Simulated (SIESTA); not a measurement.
Input and output of a self-consistent single point for LaS₂ (P4/nmm, 6 atoms in the cell) (SIESTA).

Computed with GGA PBEsol, numerical atomic orbitals DZP, PseudoDojo PBEsol standard norm-conserving potentials (rewritten from UPF to PSML) (SIESTA).

```yaml
crystal:
  lattice:
    - [4.04634, 0.00000, 0.00000]
    - [0.00000, 4.04634, 0.00000]
    - [0.00000, 0.00000, 8.31768]
  atoms:
    - { symbol: La, position: [0.00000, 0.50000, 0.72423] }
    - { symbol: La, position: [0.50000, 0.00000, 0.27577] }
    - { symbol: S, position: [0.00000, 0.50000, 0.36397] }
    - { symbol: S, position: [0.50000, 0.00000, 0.63603] }
    - { symbol: S, position: [0.00000, 0.00000, 0.00000] }
    - { symbol: S, position: [0.50000, 0.50000, 0.00000] }
```

Reference input (self-consistent single point, DFT, GGA PBEsol, numerical atomic orbitals DZP, PseudoDojo PBEsol standard norm-conserving potentials (rewritten from UPF to PSML)): XC.functional = GGA; XC.authors = PBEsol; potentials = PseudoDojo PBEsol standard; PAO.BasisSize = DZP; PAO.EnergyShift = 0.005 Ry; MeshCutoff = 300 Ry; kgrid.MonkhorstPack = 7 7 4; OccupationFunction = FD; ElectronicTemperature = 1160.45 K; MaxSCFIterations = 150; SCF.Mixer.Method = Pulay; SCF.Mixer.Weight = 0.2. This run's input differs from it in these lines:

```diff
@@ -32,5 +32,5 @@
 %block kgrid.MonkhorstPack
-    7   0   0  0.0
-    0   7   0  0.0
-    0   0   4  0.0
+    6   0   0  0.0
+    0   6   0  0.0
+    0   0   3  0.0
 %endblock kgrid.MonkhorstPack
```

Output, abridged:

```
        iscf     Eharris(eV)        E_KS(eV)     FreeEng(eV)     dDmax    Ef(eV) dHmax(eV)
   scf:    1    -3110.052839    -3117.594248    -3117.625738  1.733237 -5.410846  3.187262
   scf:    2    -3118.973629    -3118.411168    -3118.441697  0.060203 -5.627048  1.416564
   scf:    3    -3118.749521    -3118.612317    -3118.643448  0.048533 -5.652266  0.655464
   scf:    4    -3118.658741    -3118.642562    -3118.674376  0.034176 -5.648942  0.174585
   scf:    5    -3118.648763    -3118.646284    -3118.678269  0.020254 -5.699098  0.057025
   scf:    6    -3118.646647    -3118.646496    -3118.678475  0.001080 -5.694665  0.030599
   scf:    7    -3118.646283    -3118.646486    -3118.678476  0.002708 -5.683931  0.031423
   scf:    8    -3118.646562    -3118.646533    -3118.678503  0.000739 -5.686656  0.022954
   scf:    9    -3118.646561    -3118.646564    -3118.678550  0.000689 -5.688672  0.000290
   scf:   10    -3118.646564    -3118.646564    -3118.678550  0.000010 -5.688667  0.000205
SCF Convergence by DM+H criterion
max |DM_out - DM_in|         :     0.0000103806
max |H_out - H_in|      (eV) :     0.0002053569
SCF cycle converged after 10 iterations

Using DM_out to compute the final energy and forces

siesta: E_KS(eV) =            -3118.6466

siesta: E_KS - E_eggbox =     -3118.6466

siesta: Atomic forces (eV/Ang):
     1    0.000000    0.000000    0.178159
     2    0.000000    0.000000   -0.178159
     3   -0.000000   -0.000000    0.078872
     4   -0.000000   -0.000000   -0.078872
     5   -0.000000   -0.000000    0.000000
     6   -0.000000   -0.000000   -0.000000
   Tot   -0.000000   -0.000000    0.000000
   Max    0.178159
   Res    0.064946    sqrt( Sum f_i^2 / 3N )
   Max    0.178159    constrained

   [... lines left out ...]
siesta: FreeEng =     -3118.678550
   [... lines left out ...]
siesta:     0.004314    0.000000    0.000000
siesta:     0.000000    0.004314   -0.000000
siesta:     0.000000   -0.000000    0.006863

siesta: Cell volume =        136.184272 Ang**3

siesta: Pressure (static):
siesta:                Solid            Molecule  Units
siesta:          -0.00005624         -0.00006920  Ry/Bohr**3
siesta:          -0.00516360         -0.00635336  eV/Ang**3
siesta:          -8.27300025        -10.17919812  kBar
```

The run converged in 10 iterations. Against the reference run the free energy falls by 1.2 meV/atom, the pressure moves little (-0.85 to -0.83 GPa) and the largest force goes from 0.158 to 0.178 eV/Å.

The starting cell comes from a database of computed structures (which also holds hypothetical and non-ambient phases and stackings), without a prior relaxation at this level. Values carry the incompleteness of an atom-centred basis.

Cost on one core of a shared machine: roughly 60 s.
